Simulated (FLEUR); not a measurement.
# Converging shifted k-point meshes: Ba (Im-3m, 1 atom in the cell)

```
CELL_PARAMETERS angstrom
     -2.49745     2.49745     2.49745
      2.49745    -2.49745     2.49745
      2.49745     2.49745    -2.49745
ATOMIC_POSITIONS crystal
  Ba 0.00000 0.00000 0.00000
```

Method: PBE, all-electron FLAPW (FLEUR), scalar-relativistic valence in FLEUR.

Base settings: Kmax = 3.8 1/bohr; GmaxXC = 11.4 1/bohr; xcFunctional = pbe; jspins = 1; l_soc = F; mode = hist; fermiSmearingEnergy = 0.00367493 Htr; mesh (inpgen div1-3) = 4 4 4; inpgen gamma flag = true; Gmax = 11.4 1/bohr.

In this ladder: kpt_gamma = false.

Only quantities that move along the ladder and can be compared are tabulated.

The starting cell has typed, rounded lattice constants, without a prior relaxation at this level. Its lattice was rescaled by up to half a per cent. Values depend on the basis (sphere radii, cutoffs, local orbitals), which need not be converged.

| kpt_div | free energy less the last step's (meV/atom) |
|---|---|
| 2 2 2 | 348.43 |
| 4 4 4 | -14.49 |
| 6 6 6 | 3.11 |
| 8 8 8 | 0.55 |
| 10 10 10 | -0.23 |
| 12 12 12 | 0.05 |
| 16 16 16 | -0.01 |
| 18 18 18 | 0.00 |
| 20 20 20 | 0.00 |
| 22 22 22 | 0.00 |
| 30 30 30 | 0.00 |

Coarsest kpt_div that holds the free energy within 2 meV/atom of the last step, with all finer ones: 8 8 8; the step before is off by 3.1 meV/atom.
